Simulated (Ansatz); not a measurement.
The cell is made up: elements placed on another compound's structure type, so the phase may be hypothetical.

Tunnelling through a barrier is set by its complex band structure: the current falls as exp(−2κd) with the smallest κ.

Consider the following.

```
CELL_PARAMETERS angstrom
      3.43052     0.00000     0.00000
      0.00000     8.25803     0.00000
      0.00000     4.12901     4.12901
ATOMIC_POSITIONS crystal
  Be 0.00000 0.66865 0.00000
  Be 0.00000 0.33135 0.00000
  Be 0.50000 0.16865 0.66269
  Be 0.50000 0.83135 0.33731
  S  0.00000 0.69195 0.61610
  S  0.00000 0.30805 0.38390
  S  0.50000 0.80805 0.00000
  S  0.50000 0.19195 0.00000
```

Space group of this cell: P4_2/mnm. The cell was relaxed by PBE-D3(BJ); by r2SCAN its mean pressure is 3.0 GPa.

Transport runs along the normal of the first two printed cell vectors.

The gap is the functional's own. No spin-orbit coupling. Mid-gap values are interpolated on the energy grid.

Task: State the band gap and the smallest decay constant κ at mid-gap according to r2SCAN (Ansatz, an electronic-structure program).

Result: Gap 3.66 eV on a 10×8×8 mesh; κ = 0.303 1/Å, at the zone centre.
